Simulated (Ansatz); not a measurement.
## AlBiO3 in the cubic perovskite structure (space group Pm-3m, No. 221; a cell from a computed database, its experimental status unchecked)

```cif
data_AlBiO3
_chemical_formula_sum 'Al1 Bi1 O3'
_space_group_name_H-M_alt 'Pm-3m'
_space_group_IT_number 221
_space_group_name_Hall '-P 4 2 3'
_cell_length_a 3.75348
_cell_length_b 3.75348
_cell_length_c 3.75348
_cell_angle_alpha 90.000
_cell_angle_beta 90.000
_cell_angle_gamma 90.000
loop_
_atom_site_label
_atom_site_type_symbol
_atom_site_symmetry_multiplicity
_atom_site_Wyckoff_symbol
_atom_site_fract_x
_atom_site_fract_y
_atom_site_fract_z
_atom_site_occupancy
Al1 Al 1 b 0.50000 0.50000 0.50000 1
Bi1 Bi 1 a 0.00000 0.00000 0.00000 1
O1 O 3 c 0.00000 0.50000 0.50000 1
```

Computed with DFT with PBEsol, PAW potentials and a 420 eV plane-wave cutoff in Ansatz (an electronic-structure program), without spin-orbit coupling. Settings: 9×9×9 k-points, 0.05 eV Fermi–Dirac smearing.

- Volume per atom = 10.58 Å³
- Density = 8.92 g/cm³
- Band gap = 1.54 eV, indirect, M → X
- Electron mass = 0.14 mₑ along k, 0.23 mₑ across
- Lowest conduction-band minima above the VBM = X along ⟨100⟩ 1.54 eV; a point along ⟨111⟩, about 0.7 Å⁻¹ from Γ 2.49 eV
- Total energy = -2890.383 eV/atom (σ→0; compares only within this code and set-up)

Spin-orbit coupling, missing from the scalar runs, can matter with Bi. Masses are band curvatures over ±0.01 Å⁻¹ around the edge. Along k means along the line from Γ to the band edge. Whether these cells are dynamically stable was not tested. Many cubic perovskites are stable only at high temperature; tilts and polar distortions were not tested.
